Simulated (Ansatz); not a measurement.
A periodic model of amorphous Ti$_{20}$O$_{41}$Na$_{2}$:

```xyz
63
Lattice="9.2286 0.0153 -0.0993 0.0153 9.2404 0.0670 -0.0993 0.0670 9.1236" Properties=species:S:1:pos:R:3 pbc="T T T"
Ti     6.1910     1.8421     1.7190
Ti     3.5659     5.2843     2.3464
Ti     0.3660     7.8284     6.2820
Ti     0.9933     1.9524     7.1723
Ti     8.4984     4.0474     2.3547
Ti     8.0301     3.6379     8.2610
Ti     6.1909     8.4652     7.0432
Ti     4.0196     6.3435     5.5202
Ti     9.1905     0.3835     1.0501
Ti     5.3516     5.5901     8.6406
Ti     0.4675     6.4452     3.5477
Ti     4.5534     8.7399     0.4117
Ti     0.1035     4.1772     5.4345
Ti     2.8929     8.5519     3.3530
Ti     6.9077     2.0678     4.9760
Ti     3.2980     2.8318     4.7073
Ti     0.7186     1.0829     3.9911
Ti     2.7416     4.4757     7.6660
Ti     5.0222     2.0788     7.6301
Ti     1.6336     6.8487     0.2357
O      4.4067     8.4597     2.3904
O      4.6483     1.3999     0.7259
O      0.5808     8.2639     4.2386
O      8.0045     8.0963     6.9255
O      5.7781     7.6426     8.7917
O      2.7297     2.4752     7.6175
O      2.9435     4.6182     5.7325
O      6.3991     1.0191     6.4740
O      2.1635     6.6962     2.4945
O      6.6390     2.4472     8.6011
O      6.8012     3.5431     1.8765
O      4.5156     3.8897     8.3501
O      9.0892     4.0897     0.6373
O      4.5091     5.7782     3.8282
O      0.1583     7.8509     0.7772
O      0.8283     4.1244     7.3544
O      1.0767     0.3171     6.4326
O      8.3519     2.7913     6.5341
O      0.2903     1.5532     8.8754
O      4.5005     0.2703     7.6731
O      3.4074     3.5281     2.9945
O      6.9908     5.1039     7.9585
O      2.8908     1.0187     4.2083
O      1.2506     6.8473     7.5761
O      0.8473     4.5844     3.6137
O      1.3142     2.6136     5.1647
O      0.1121     2.1552     2.6194
O      7.3961     0.4570     1.4579
O      8.2291     0.9563     4.5380
O      8.2280     6.0206     2.5598
O      5.8631     1.6641     3.5025
O      1.5590     0.2507     2.2526
O      7.7671     3.7532     4.3953
O      3.9843     6.1024     7.4613
O      5.0117     5.6185     1.2975
O      4.8188     2.7394     5.7728
O      2.8830     7.5925     5.0265
O      2.9037     8.1264     0.1903
O      5.5854     7.4237     5.7273
O      2.4829     5.1100     0.3941
O     -0.0162     6.0768     5.3925
Na     2.4030     2.3816     1.1670
Na     6.2795     7.1402     3.0625
```

These are PBE, scalar-relativistic without spin-orbit coupling (plane waves to 420 eV, PAW; Ansatz, an electronic-structure program) values and carry that method's errors.

A CHGNet melt-quench gave the starting glass, which DFT then relaxed. O atoms were pushed apart under 1.9 Å during the dynamics, to hinder bonds among them. The hot cell started wider than the set density and was brought back towards it in steps. It is the lowest in DFT energy of 2 quenches. It is a model cell: composition and starting density were chosen by hand, and all elements were melted together. No dispersion term was used. Its density started from a set value of 3.54 and ended at 3.54 g/cm³. The quench (nominally 360 K/ps over its main leg) was far faster than any real one, so the model tends to hold more defects than a real film. One small periodic cell is one sample of the glass; other quenches scatter about these values. The volume was held where the preparation left it and the shape relaxed, at a PBE pressure of 0.8 GPa. Stress components on the final sampling reach 0.9 GPa.

Neighbours within Ti-Ti 3.12 Å, Ti-O 2.64 Å, Ti-Na 3.39 Å, O-O 1.58 Å, O-Na 2.78 Å, Na-Na 3.65 Å count as bonded. Two cations that share two anions don't count as bonded, nor two that share one unless they lie closer than Ti-Ti 3.04 Å, Ti-Na 3.30 Å, Na-Na 3.55 Å.

**Question.** Give the coordination numbers, mean bond lengths and angles.

**Answer.** 
```json
{
  "Mean coordination of Ti by anions": "5.55 (11 with 5, 7 with 6, 2 with 7)",
  "Mean coordination of O": "2.98 (11 with 2, 20 with 3, 10 with 4)",
  "Mean coordination of Na by anions": "5.50 (1 with 5, 1 with 6)",
  "Mean Ti-O bond": "1.982 Å (spread 0.175 Å, 111 counted)",
  "Mean O-Na bond": "2.539 Å (spread 0.157 Å, 11 counted)",
  "Bond angle at Ti": "mean 104.1°, spread 27.6°",
  "Bond angle at O": "mean 113.3°, spread 18.7°",
  "Bond angle at Na": "mean 99.0°, spread 29.5°"
}
```

**Question.** List the pairs of like atoms that count as bonded by the rules above.

**Answer.** There are none by these rules.
